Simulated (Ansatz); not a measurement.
Consider the following.

```yaml
crystal:
  lattice:
    - [3.31596, -5.80319, -0.00113]
    - [3.31596, 5.80319, -0.00113]
    - [-2.14005, 0.00000, 6.26769]
  atoms:
    - { symbol: Ga, position: [0.78175, 0.27846, 0.50497] }
    - { symbol: Ga, position: [0.27846, 0.78175, 0.00497] }
    - { symbol: Ga, position: [0.41440, 0.58585, 0.50118] }
    - { symbol: Ga, position: [0.58585, 0.41440, 0.00118] }
    - { symbol: Se, position: [0.59455, 0.75052, 0.88955] }
    - { symbol: Se, position: [0.75052, 0.59455, 0.38955] }
    - { symbol: Se, position: [0.04635, 0.20941, 0.35760] }
    - { symbol: Se, position: [0.20941, 0.04635, 0.85760] }
    - { symbol: Se, position: [0.37588, 0.90328, 0.39428] }
    - { symbol: Se, position: [0.90328, 0.37588, 0.89428] }
```

No spin polarisation.

Method: Ansatz (a program for electronic structure) PBEsol, spin-orbit coupling left out. Γ-centred 6×6×6 mesh, Fermi–Dirac width 0.05 eV.

**Question.** Predict the width of the top valence band, valence-band top at Γ, band gap and gap character.

**Answer.** Width of the top valence band: 0.91 eV
Valence-band top at Γ (three highest levels, from the VBM): 0.00, -0.21, -0.53 eV
Band gap: 1.08 eV
Gap character: direct at Γ

Load acts through the strain it causes; cell and atoms are relaxed under it. Stability against distortions was not tested. The cell was made from Ga2Se3 (space group Cc, No. 9) by this change: pressure 0.3 GPa.
